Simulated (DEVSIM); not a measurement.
Device: Co/Al2O3/p-Si capacitor, at 300 K.

Layer 1 from the left is Al2O3, thickness (nm) 2.10. Layer 2 from the left is Si, thickness (nm) 680, Na (cm⁻³) 7.1e17.

Metal gate on the left, work function 5 eV. Fixed charge at the semiconductor interface 0 cm⁻² (in units of +e); no interface traps.

Constants are typed, rounded textbook-type inputs, not results; the design itself was drawn at random and stands for no fabricated device. Values at 300 K.

Al2O3: gap (eV) 6.8, affinity (eV) 1.35, permittivity 9. Si: gap (eV) 1.124, affinity (eV) 4.05, permittivity 11.7, Nc (cm⁻³) 2.86e19, Nv (cm⁻³) 3.1e19.

DEVSIM, 1D Poisson equation in equilibrium, Boltzmann statistics, complete ionisation; no quantum confinement or tunnelling. Metal contacts follow the ideal Schottky-Mott rule: no Fermi-level pinning, no interface dipoles.

Q: What does the simulation give for the minimum of the low-frequency capacitance, the flat-band voltage?

A: minimum of the low-frequency capacitance 0.263 μF/cm²; flat-band voltage -0.08 V.
